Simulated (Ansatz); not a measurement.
## Converging the k-point mesh: MgAl2Ge2 (P3m1, 5 atoms in the cell)

```
Mg(AlGe)2
1.0
    4.10584     0.00000     0.00000
   -2.05292     3.55576     0.00000
    0.00000     0.00000     6.77438
Mg Al Ge
1 2 2
Direct
  0.00000   0.00000   0.00738
  0.66667   0.33333   0.36759
  0.33333   0.66667   0.63241
  0.66667   0.33333   0.75695
  0.33333   0.66667   0.24305
```

Computed with PBEsol, default PAW files made with PBE (plane waves; Ansatz, a quantum-chemistry and plane-wave program).

Base settings: basis.ecutwfc = 30.9 Ry; kpoints.mp_grid.grid = 9 9 5; hamiltonian.xc = pbesol; hamiltonian.pseudopotentials = {kind: paw} (the program's default PAW files); scf.occupations.method = fermi_dirac; scf.occupations.width = 0.0073 Ry.

The second cell is the first with its lattice scaled by 0.98.

Only quantities that move along the ladder and can be compared are tabulated.

The count of work is k-points × plane waves × bands × iterations; it is no time. 

The starting cell comes from a database of computed structures (which also holds hypothetical and non-ambient phases and stackings), without a prior relaxation at this level. Its lattice was rescaled by up to half a per cent. One atom was moved a little off its site on purpose. Ansatz's pressure includes its estimate of the finite-basis (Pulay) stress.

Steps (kpoints.mp_grid.grid): 2 2 1; 2 2 2; 3 3 2; 4 4 2; 5 5 3; 7 7 4; 9 9 5; 10 10 5; 12 12 7; 18 18 10; 20 20 11; 25 25 13; 30 30 16.

Problem. What is the coarsest kpoints.mp_grid.grid that holds the free energy within 5 meV/atom of the last step, with all finer ones?

Solution. 7 7 4, at 0.021 of the last step's count of work; the step before is off by 20 meV/atom.

Problem. What is the coarsest kpoints.mp_grid.grid that holds the energy of the compressed cell less the first within 2 meV/atom of the last step, with all finer ones?

Solution. 3 3 2, at 0.0040 of the last step's count of work; the step before is off by 8.5 meV/atom.

Problem. What is the coarsest kpoints.mp_grid.grid that holds the pressure within 0.05 GPa of the last step, with all finer ones?

Solution. 9 9 5, at 0.037 of the last step's count of work; the step before is off by 0.06 GPa.

| kpoints.mp_grid.grid | free energy less the last step's (meV/atom) | energy of the compressed cell less the first (meV/atom) | pressure (GPa) | largest difference of a force vector from the last step's (eV/Å) | count of work / last |
|---|---|---|---|---|---|
| 2 2 1 | 312.13 | 16.68 | 0.14 | 0.512 | 0.0015 |
| 2 2 2 | 505.11 | 21.57 | 0.85 | 0.599 | 0.0030 |
| 3 3 2 | 134.27 | 12.00 | -0.54 | 0.183 | 0.0040 |
| 4 4 2 | 45.45 | 12.13 | -0.53 | 0.105 | 0.0060 |
| 5 5 3 | 20.12 | 14.40 | -0.15 | 0.032 | 0.0089 |
| 7 7 4 | 0.43 | 12.56 | -0.45 | 0.009 | 0.021 |
| 9 9 5 | -0.90 | 13.22 | -0.36 | 0.007 | 0.037 |
| 10 10 5 | -1.14 | 13.15 | -0.38 | 0.005 | 0.043 |
| 12 12 7 | -0.40 | 13.05 | -0.39 | 0.004 | 0.083 |
| 18 18 10 | 0.02 | 13.06 | -0.39 | 0.001 | 0.25 |
| 20 20 11 | 0.02 | 13.06 | -0.39 | 0.000 | 0.32 |
| 25 25 13 | 0.00 | 13.06 | -0.39 | 0.000 | 0.57 |
| 30 30 16 | 0.00 | 13.05 | -0.39 | 0.000 | 1.0 |

The energy difference between the two cells stays within 1 meV/atom of the last step's from 7 7 4 on, the total only from 12 12 7 on: much of the error is common to both cells and cancels.

Two neighbours can agree and both be off: 3 3 2 and 4 4 2 differ by 0.14 meV/atom in the energy of the compressed cell less the first, yet lie about 0.92 meV/atom from the last step.

Keys are those of Ansatz 0.2.
